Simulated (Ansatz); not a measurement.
The parent structure is KCl in the rock salt structure (space group Fm-3m, No. 225; a = 6.381 Å).

All numbers come from PBE, PAW, 420 eV (Ansatz, a first-principles code; scalar-relativistic without spin-orbit coupling).

Strains are applied to the cell and any free atomic positions relax.

One change was made to it. Results:

The band gap falls by 0.05 eV, from 5.05 eV to 5.00 eV; the pressure goes from zero to -0.23 GPa; the electron mass changes from 0.45 mₑ (at Γ) to 0.46 mₑ (at Γ).

### Question
Which of these changes matches the shifts?
A. isotropic strain +2.50 %
B. isotropic strain +2.00 %
C. isotropic strain −0.50 %
D. isotropic strain −1.00 %
E. isotropic strain +0.50 %

### Answer
E, isotropic strain +0.50 %. For comparison, the band gap in the other runs: isotropic strain +2.00 % gives 4.86 eV; isotropic strain −1.00 % gives 5.15 eV; isotropic strain −0.50 % gives 5.10 eV; isotropic strain +2.50 % gives 4.81 eV.

Effective masses come from finite differences of ±0.01 Å⁻¹. Stability against distortions was not tested.
